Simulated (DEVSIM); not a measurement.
Device: abrupt GaAs n-p junction, at 300 K.

Layer 1 from the left is GaAs, thickness (μm) 25.0, Nd (cm⁻³) 1.4e17, τn (s) 6.7e-10, τp (s) 6.7e-10. Layer 2 from the left is GaAs, thickness (μm) 2.50, Na (cm⁻³) 1.2e15, τn (s) 6.7e-10, τp (s) 6.7e-10.

Left contact: ohmic. Right contact: ohmic. Voltage is applied to the left contact. Recombination: SRH at mid-gap, radiative, Auger. Mobility is constant in doping.

Constants are typed, rounded textbook-type inputs, not results; the design itself was drawn at random and stands for no fabricated device. Values at 300 K.

GaAs: gap (eV) 1.424, affinity (eV) 4.07, permittivity 12.9, Nc (cm⁻³) 4.7e17, Nv (cm⁻³) 9e18, μn (cm²/Vs) 8500, μp (cm²/Vs) 400, B (cm³/s) 2e-10, Cn (cm⁶/s) 1e-30, Cp (cm⁶/s) 1e-30.

Estimate by hand the built-in potential, the peak field at zero bias, the capacitance at 3 V, and compare with a numerical solution.


- Built-in potential: ni = √(Nc Nv) exp(−Eg/2kT) = 2250000 cm⁻³ with Eg = 1.424 eV; Vbi = kT/q ln(Na Nd/ni²) = 1.162 V; numerical 1.162 V.
- Peak field at zero bias: depletion approximation: W = √(2εVbi/(qN)) = 1.18 μm with N = 1.19e15 cm⁻³; field = 2Vbi/W = 19700 V/cm; numerical 25100 V/cm (estimate below by 22 %).
- Capacitance at 3 V: C = √(qεN / 2(Vbi + |V|)) = 5.11 nF/cm²; numerical 5.15 nF/cm² (estimate below by 0.76 %).

Simulated with DEVSIM: 1D drift-diffusion, Boltzmann statistics, complete ionisation; no tunnelling, impact ionisation, image-force lowering or self-heating.
